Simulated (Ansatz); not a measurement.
Defect migration in bcc W: Au-vacancy pair (Au on one host W site, one W site vacant), neutral cell. These are PBE, PAW (plane waves to 420 eV; Ansatz, an electronic-structure program) values and carry that method's errors.

Cell of 36 host sites held at the relaxed PBE lattice; a 2×2×3 k-point mesh shifted by half a step; Fermi-Dirac width 0.10 eV, spin-restricted; finite-size errors left in. Static, classical nuclei. Spin-orbit coupling is left out. Forms of the defect that were not tried may lie lower.

Barriers: single points on a 3×3×5 k-point mesh shifted by half a step at the bands' geometries.

Relaxed starting cell (atoms counted from 1):

```
CELL_PARAMETERS angstrom
      9.55287     0.00000     0.00000
      0.00000     9.55287     0.00000
      0.00000     0.00000     6.36858
ATOMIC_POSITIONS crystal
  Au 0.02253 0.02319 0.03650
  W  0.00031 0.00100 0.49853
  W  0.00119 0.33026 0.00598
  W  0.99971 0.33119 0.49756
  W  0.99907 0.66748 0.00014
  W  0.99959 0.66623 0.50130
  W  0.32959 0.00189 0.00600
  W  0.33050 0.00041 0.49758
  W  0.33042 0.33110 0.00312
  W  0.33111 0.33179 0.49631
  W  0.33222 0.66590 0.00129
  W  0.33363 0.66501 0.50279
  W  0.66679 0.99976 0.00015
  W  0.66553 0.00027 0.50129
  W  0.66520 0.33290 0.00128
  W  0.66430 0.33431 0.50279
  W  0.66586 0.66657 0.00281
  W  0.66644 0.66714 0.50233
  W  0.16911 0.16979 0.73922
  W  0.16601 0.49678 0.25158
  W  0.16591 0.49831 0.75173
  W  0.16943 0.82747 0.25508
  W  0.16552 0.83448 0.75178
  W  0.49610 0.16668 0.25157
  W  0.49760 0.16656 0.75172
  W  0.49917 0.49985 0.25087
  W  0.49862 0.49931 0.75277
  W  0.49941 0.83331 0.25159
  W  0.49741 0.83531 0.75307
  W  0.82680 0.17012 0.25506
  W  0.83378 0.16619 0.75176
  W  0.83262 0.50011 0.25156
  W  0.83461 0.49811 0.75304
  W  0.83335 0.83405 0.25041
  W  0.83459 0.83528 0.75062
```

End state 1 differs by these moves (Å; atoms that move under 0.08 Å are left out):

| atom | element | Δx | Δy | Δz |
|---|---|---|---|---|
| 1 | Au | 1.15 | 1.15 | 1.15 |
| 2 | W | -0.04 | -0.04 | 0.10 |
| 3 | W | -0.05 | 0.08 | -0.05 |
| 7 | W | 0.08 | -0.05 | -0.05 |
| 19 | W | -0.04 | -0.04 | 0.10 |
| 22 | W | -0.05 | 0.08 | -0.05 |
| 30 | W | 0.08 | -0.05 | -0.05 |

Question: Give the forward and backward barriers to end state 1 at the level PBE, PAW.

Answer: forward 0.57 eV, backward 0.57 eV; at the saddle point atom 1 has neighbours 4 W at 2.71, 2 W at 2.73, 6 W at 3.41 Å. The saddle point's order was not checked, and it lies on a symmetry element of the cell, where a band can be held.
